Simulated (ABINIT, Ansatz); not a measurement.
An ABINIT input for a self-consistent single point of AlN (P6_3mc, 4 atoms in the cell) (DFT, PBE, plane waves, PAW (JTH v2.0 PBE PAW)):

```
# AlN, JTH v2.0 PBE PAW
pp_dirpath "./"
pseudos "Al.GGA_PBE-JTH.xml, N.GGA_PBE-JTH.xml"
acell 3*1.0 Angstrom
rprim
         3.0660177249    0.0000000638    0.0000000000
        -1.5330089177    2.6552492063    0.0000000000
         0.0000000000    0.0000000000    4.9166210000
natom 4
ntypat 2
znucl 13 7
typat 1 1 2 2
xred
         0.6666666667    0.3333333333    0.4992900000
         0.3333333333    0.6666666667    0.9992900000
         0.6666666667    0.3333333333    0.8807100000
         0.3333333333    0.6666666667    0.3807100000
ecut 26 Ha
pawecutdg 52 Ha
pawxcdev 0
occopt 3
tsmear 0.00073499
nband 13
kptopt 1
ngkpt 10 10 6
nshiftk 1
shiftk 0 0 0
nstep 60
tolvrs 1.0e-12
prtwf 0
prtden 0
```

**Question.** Translate this input to Ansatz (a quantum-chemistry and plane-wave program).

**Answer.** One input that does it (others would too):

Ansatz 0.2 input:
```yaml
# AlN
crystal:
  lattice:
    - [3.066018, 0.000000, 0.000000]
    - [-1.533009, 2.655249, 0.000000]
    - [0.000000, 0.000000, 4.916621]
  atoms:
    - { symbol: Al, position: [0.666667, 0.333333, 0.499290] }
    - { symbol: Al, position: [0.333333, 0.666667, 0.999290] }
    - { symbol: N, position: [0.666667, 0.333333, 0.880710] }
    - { symbol: N, position: [0.333333, 0.666667, 0.380710] }
basis:
  ecutwfc: 420.0
kpoints:
  mp_grid: { grid: [10, 10, 6] }
hamiltonian:
  xc: pbe
  pseudopotentials: { kind: paw }
scf:
  occupations: { method: fermi_dirac, width: 0.02 }
output:
  forces: true
  eigenvalues: true
  stress: true
```

Basis, cutoffs, solver keys and any potentials are the target program's own. This input uses DFT, PBE, plane waves, default PAW files.

The starting cell comes from a database of computed structures (which also holds hypothetical and non-ambient phases and stackings), without a prior relaxation at this level. For this run, on top of that: lattice scaled by 0.98.
